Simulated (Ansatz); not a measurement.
A self-consistent single point of BaTiO₃ (Amm2, 5 atoms in the cell) with Ansatz (a quantum-chemistry and plane-wave program).

Method of the run: LDA (PW92), default PAW files made with PBE (plane waves; Ansatz).

The change in words: lattice scaled by 0.98; kpoints.mp_grid.grid: 6 6 6 → 12 12 12. Reference geometry:
```
CELL_PARAMETERS angstrom
      4.00325     0.00000     0.00000
      0.00000     2.87691     2.88972
      0.00000    -2.87691     2.88972
ATOMIC_POSITIONS crystal
  Ba 0.00000 0.01206 0.01206
  Ti 0.50000 0.51850 0.51850
  O  0.50000 0.97843 0.49135
  O  0.50000 0.49135 0.97843
  O  0.00000 0.48820 0.48820
```

Reference input (self-consistent single point, DFT, LDA (PW92), plane waves, default PAW files made with PBE): basis.ecutwfc = 420 eV; kpoints.mp_grid.grid = 6 6 6; hamiltonian.xc = lda; hamiltonian.pseudopotentials = {kind: paw} (the program's default PAW files); scf.occupations.method = fixed. This run's input differs from it in these lines:

Ansatz 0.2 input:
```diff
@@ -2,5 +2,5 @@
   lattice:
-    - [4.003247, 0.000000, 0.000000]
-    - [0.000000, 2.876908, 2.889717]
-    - [0.000000, -2.876908, 2.889717]
+    - [3.923182, 0.000000, 0.000000]
+    - [0.000000, 2.819370, 2.831923]
+    - [0.000000, -2.819370, 2.831923]
   atoms:
@@ -15,3 +15,3 @@
   mp_grid:
-    grid: [6, 6, 6]
+    grid: [12, 12, 12]
 hamiltonian:
```

The program printed (abridged):

```
SCF iter   1: F=—  HF=-9904.527351 eV  |F-HF|=—  |Δ(HF+E_count)|=         —  Δρ=1.86e-2  dr2=2.08e-1  ethr=1.77e-3  ⟨swp⟩=4.6  Hψ=31996  notcnv=0  defer=659
all-band conjugate gradients solve this SCF's bands
preconditioner: auto → Resta (q_TF=auto, 2.532 Å⁻¹)
SCF iter   2: F=—  HF=-9904.494810 eV  |F-HF|=—  |Δ(HF+E_count)|=   3.25e-2  Δρ=1.02e-2  dr2=5.36e-2  ethr=5.20e-4  ⟨swp⟩=2.0  Hψ=13562  notcnv=0  defer=616
   [... lines left out ...]
SCF iter   6: F=—  HF=-9904.483888 eV  |F-HF|=—  |Δ(HF+E_count)|=   7.40e-6  Δρ=7.61e-5  dr2=3.26e-6  ethr=1.08e-7  ⟨swp⟩=2.1  Hψ=11532  notcnv=0  defer=309
SCF iter   7: F=—  HF=-9904.483888 eV  |F-HF|=—  |Δ(HF+E_count)|=   6.27e-7  Δρ=5.61e-5  dr2=2.09e-6  ethr=8.15e-9  ⟨swp⟩=2.0  Hψ=12819  notcnv=0  defer=324
SCF iter   8: F=—  HF=-9904.483888 eV  |F-HF|=—  |Δ(HF+E_count)|=   4.01e-7  Δρ=1.90e-5  dr2=2.21e-7  ethr=5.23e-9  ⟨swp⟩=2.0  Hψ=7800  notcnv=0  defer=313
SCF iter   9: F=-9904.483888 eV  HF=-9904.483888 eV  |F-HF|=1.96e-9  |Δ(HF+E_count)|=   4.40e-8  Δρ=2.13e-6  dr2=2.60e-9  ethr=2.50e-10  ⟨swp⟩=10.9  Hψ=43738  notcnv=0
SCF 1 converged in 9 iterations: F = -9904.483888 eV  dr2 = 2.60e-9
Free energy (F): -9904.483888 eV
Internal energy: -9904.483888 eV  (E = F + TS)
E sigma→0 (E₀):  -9904.483888 eV
Fermi energy:    10.248014 eV
--- Forces (eV/Å), atoms counted from 1 ---
  atom   1  Ba     0.00000000     0.00000000    -0.24827707
  atom   2  Ti     0.00000000     0.00000000     0.01867026
  atom   3  O      0.00000000     0.17943058     0.13594979
  atom   4  O      0.00000000    -0.17943058     0.13594979
  atom   5  O      0.00000000     0.00000000    -0.04222563
--- Stress (GPa, compression-positive) ---
       -1.891250       0.000000       0.000000
        0.000000      -1.651734       0.000000
        0.000000       0.000000      -1.725656
  P = ⅓ Tr σ = -1.7562 GPa (-17.562 kbar)
  The stress holds the Pulay correction. Without it, at fixed plane waves, as pw.x and ABINIT print it: P = -2.5230 GPa
```

The run converged in 9 iterations. Against the reference run the free energy goes down by 33.2 meV/atom, the pressure goes from -11.30 to -1.76 GPa, the largest force goes from 0.587 to 0.248 eV/Å and the gap on the mesh goes from 2.086 to 2.227 eV.

The starting cell comes from a database of computed structures (which also holds hypothetical and non-ambient phases and stackings), without a prior relaxation at this level. Its lattice was rescaled by up to half a per cent. One atom was moved a little off its site on purpose. For this run, on top of that: lattice scaled by 0.98. Ansatz's pressure includes its estimate of the finite-basis (Pulay) stress. Without the estimate this run gives -2.52 GPa.

Cost on one core of a shared machine: roughly 60 s.
